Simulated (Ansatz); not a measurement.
Input and output of a self-consistent single point for Be (P6_3/mmc, 4 atoms in the cell) (Ansatz, a program for electronic structure).

Level of theory: revPBE, default PAW files made with PBE (plane waves; Ansatz).

```
CELL_PARAMETERS angstrom
      2.30384     0.00000     0.00000
     -1.15192     1.99518     0.00000
      0.00000     0.00000     7.41261
ATOMIC_POSITIONS crystal
  Be 0.00000 0.00000 0.00000
  Be 0.00000 0.00000 0.50000
  Be 0.33333 0.66667 0.25000
  Be 0.66667 0.33333 0.75000
```

Reference input (self-consistent single point, DFT, revPBE, plane waves, default PAW files made with PBE): kpoints.mp_grid.grid = 11 11 3; hamiltonian.xc = revpbe; hamiltonian.pseudopotentials = {kind: paw} (the program's default PAW files); scf.occupations.method = cold; scf.occupations.width = 0.272 eV. This run's input differs from it in these lines:

Ansatz 0.2 input:
```diff
@@ -13,3 +13,3 @@
   mp_grid:
-    grid: [11, 11, 3]
+    grid: [18, 18, 5]
 hamiltonian:
```

The program printed (abridged):

```
SCF iter   1: F=—  HF=-373.596449 eV  |F-HF|=—  |Δ(HF+E_count)|=         —  Δρ=2.08e-3  dr2=1.43e-3  ethr=1.77e-3  ⟨swp⟩=5.1  Hψ=6364  notcnv=0
all-band conjugate gradients solve this SCF's bands
preconditioner: auto → none
SCF iter   2: F=—  HF=-373.596350 eV  |F-HF|=—  |Δ(HF+E_count)|=   9.86e-5  S|Δr|=    0.00e0  Δρ=1.27e-3  dr2=5.27e-4  ethr=1.79e-5  ⟨swp⟩=1.1  Hψ=1792  notcnv=0
SCF iter   3: F=—  HF=-373.596234 eV  |F-HF|=—  |Δ(HF+E_count)|=   1.17e-4  S|Δr|=    0.00e0  Δρ=5.59e-5  dr2=1.60e-6  ethr=6.59e-6  ⟨swp⟩=1.6  Hψ=1139  notcnv=0
SCF iter   4: F=—  HF=-373.596263 eV  |F-HF|=—  |Δ(HF+E_count)|=   2.95e-5  S|Δr|=    0.00e0  Δρ=1.97e-5  dr2=3.47e-7  ethr=1.25e-9  ⟨swp⟩=5.5  Hψ=4675  notcnv=0
SCF iter   5: F=-373.596263 eV  HF=-373.596263 eV  |F-HF|=4.21e-9  |Δ(HF+E_count)|=   1.26e-7  S|Δr|=    0.00e0  Δρ=2.99e-6  dr2=6.16e-9  ethr=1.25e-9  ⟨swp⟩=4.0  Hψ=2670  notcnv=0
SCF 1 converged in 5 iterations: F = -373.596263 eV  dr2 = 6.16e-9
Stability not checked (fill_not_monotonic)
Free energy (F): -373.596263 eV
Internal energy: -373.593420 eV  (E = F + TS)
E sigma→0 (E₀):  -373.595316 eV
Entropy (-TS):   -0.002843 eV (-0.711 meV/atom)
Fermi energy:    7.801190 eV
--- Forces (eV/Å), atoms counted from 1 ---
  atom   1  Be    -0.00000000     0.00000000     0.00000000
   [... zero for the other atoms too ...]
--- Stress (GPa, compression-positive) ---
       -4.811580       0.000000       0.000000
       -0.000000      -4.811580       0.000000
        0.000000       0.000000      -7.922085
  P = ⅓ Tr σ = -5.8484 GPa (-58.484 kbar)
  The stress holds the Pulay correction. Without it, at fixed plane waves, as pw.x and ABINIT print it: P = -5.8971 GPa
```

The run converged in 5 iterations. Against the reference run the free energy drops by 5.9 meV/atom and the pressure goes from -5.74 to -5.85 GPa.

The starting cell was generated: these elements placed on a structure prototype, without a prior relaxation; it need not be a known phase or ordering of this composition. Its lattice was rescaled by a random factor within 2.5 % of one. With a pressure of about -6 GPa the cell is away from its equilibrium volume at this level. Ansatz's pressure includes its estimate of the finite-basis (Pulay) stress.
